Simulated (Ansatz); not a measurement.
CsCl-type HfOs, treated with LDA (PAW; Ansatz, a program for electronic structure).

Numerical settings: plane-wave cutoff 520 eV, 18×18×18 k mesh, Fermi–Dirac smearing 0.05 eV, no spin polarisation, scalar-relativistic PAW data made under PBE.

Computed at the level's own relaxed cell.

**Question.** Give the computed equilibrium lattice constant a and bulk modulus B0.

**Answer.** 
- equilibrium lattice constant a = 3.200 Å
- bulk modulus B0 = 253 GPa

The run finds no gap.

Note: the bulk modulus is −V dP/dV from two relaxed cells at ±2 % in volume.

Spin–orbit coupling is not included.

Computed values are for the static lattice.

It cost around 80 core-seconds (rough) of CPU time.
